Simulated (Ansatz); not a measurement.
Base system: Sn$_{2}$Pt (space group Fm-3m, No. 225; a = 6.455 Å). Axes: x, y, z lie along the cube axes.

The values are results of Ansatz (an electronic-structure program), PBEsol, PAW, cutoff 420 eV, no SOC, not measurements.

Base values:

The shortest interatomic distance is 2.795 Å and the band gap is zero.

The change: a free-standing slab of 4 layers (12 atoms, 3 a layer) is cut normal to [111], with 15 Å of vacuum and the in-plane cell held at bulk.

How does this affect the excess energy per area of both faces, shortest interatomic distance, change of the spacing d23 from its bulk value of 0.932 Å and band gap?

The excess energy per area of both faces (slab less bulk energy over the cell's area: twice a surface energy) is 1.3 J/m² (uncertain by up to 0.1 J/m²); the shortest interatomic distance drops by 0.084 Å (2.795 Å → 2.711 Å); the change of the spacing d23 from its bulk value of 0.932 Å is -15.7 %; the band gap stays zero.

The excess energy carries the mismatch between the slab's and the bulk's meshes. No phonon test of stability was made. All final runs are without spin polarisation.
